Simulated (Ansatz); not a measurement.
The starting structures come from a database of crystals and need not be the phases stable at ambient conditions.

Inside the gap of an insulator the Bloch states are evanescent, with a wavenumber k + iκ along the transport direction.

Given:

```
NaH2N
1.0
    5.95860     0.00000     0.00000
    0.00000    10.14305     0.00000
    2.55980     5.07153     2.94962
Na H N
4 8 4
Direct
  0.50000   0.10322   0.00000
  0.50000   0.39678   0.00000
  0.00000   0.14678   0.00000
  0.00000   0.85322   0.00000
  0.56866   0.03143   0.58076
  0.43134   0.61219   0.41924
  0.43134   0.81915   0.71808
  0.56866   0.53723   0.28192
  0.93134   0.21857   0.41924
  0.06866   0.63781   0.58076
  0.06866   0.43085   0.28192
  0.93134   0.71277   0.71808
  0.50000   0.00875   0.48250
  0.50000   0.49125   0.51750
  0.00000   0.24125   0.51750
  0.00000   0.75875   0.48250
```

Space group of this cell: Fddd. The cell is taken as given; by PBEsol its mean pressure is 1.1 GPa.

Transport runs along the normal of the first two printed cell vectors.

The gap is the functional's own, uncorrected, and κ follows it; spin-orbit coupling is left out. Mid-gap values are interpolated between the computed energies.

**Question.** Give the band gap and the smallest decay constant κ at mid-gap that PBEsol run with Ansatz (a quantum-chemistry and plane-wave program) yields.

**Answer.** Gap 1.88 eV on a 10×10×10 mesh; κ = 0.254 1/Å, at the zone centre.
